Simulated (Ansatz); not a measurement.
Consider TiB2 (space group P6/mmm, No. 191; a = 2.994 Å, c = 3.160 Å). Axes: x lies along a and z along c of the hexagonal cell.

The values are results of Ansatz (a first-principles code), LDA, PAW, cutoff 420 eV, scalar-relativistic without spin-orbit coupling, not measurements.

Base values:

| Quantity | Result |
|---|---|
| Pressure | 0.0 GPa |
| Volume per atom | 8.18 Å³ |
| Band gap | zero |

One thing is altered: tensile biaxial strain of 1.50 % in the plane normal to [001], as in epitaxy on a mismatched substrate; the out-of-plane cell vector and the atoms relax.

**Question.** What happens to the pressure, volume per atom and band gap?

**Answer.** The pressure (mean of the normal stresses, compression positive) goes from zero to -6.8 GPa; the volume per atom increases by 0.186 Å³, from 8.18 Å³ to 8.36 Å³; the band gap stays zero.

The mesh was chosen for an insulator and is coarse for the gapless case. Without a gap, meshes like the base's 13×13×10 leave anisotropic stresses uncertain by several tenths of a GPa, and small strain energies with them. Whether these cells are dynamically stable was not tested. The final runs are not spin-polarised.
